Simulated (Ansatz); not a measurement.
Ir: response to strain

Base system: Ir in the fcc (Cu type) structure (space group Fm-3m, No. 225; relaxed with 0.1 eV smearing).

```
Ir
1.0
    0.00000     1.91555     1.91555
    1.91555     0.00000     1.91555
    1.91555     1.91555     0.00000
Ir
1
Direct
  0.00000   0.00000   0.00000
```

Cartesian axes are those of the cell as printed.

Strains are applied to the cell and any free atomic positions relax; under biaxial strain the out-of-plane vector relaxes too.

Computed with PBEsol (Ansatz, a first-principles code, PAW, without spin-orbit coupling).

Candidates:
(a) biaxial strain −1.00 %, plane normal [001], relaxed out of plane
(b) biaxial strain −0.50 %, plane normal [001], relaxed out of plane
(c) biaxial strain +1.50 %, plane normal [001], relaxed out of plane
(d) biaxial strain −2.50 %, plane normal [001], relaxed out of plane

Notes on the quantities. energy relative to the base: free energy F.

Task: Order them by energy relative to the base, lowest first.

Result: (b) biaxial strain −0.50 %, plane normal [001], relaxed out of plane (+1.5 meV/atom), (a) biaxial strain −1.00 %, plane normal [001], relaxed out of plane (+6.3 meV/atom), (c) biaxial strain +1.50 %, plane normal [001], relaxed out of plane (+13 meV/atom), (d) biaxial strain −2.50 %, plane normal [001], relaxed out of plane (+41 meV/atom)

Stability against distortions was not tested. The final runs are not spin-polarised.
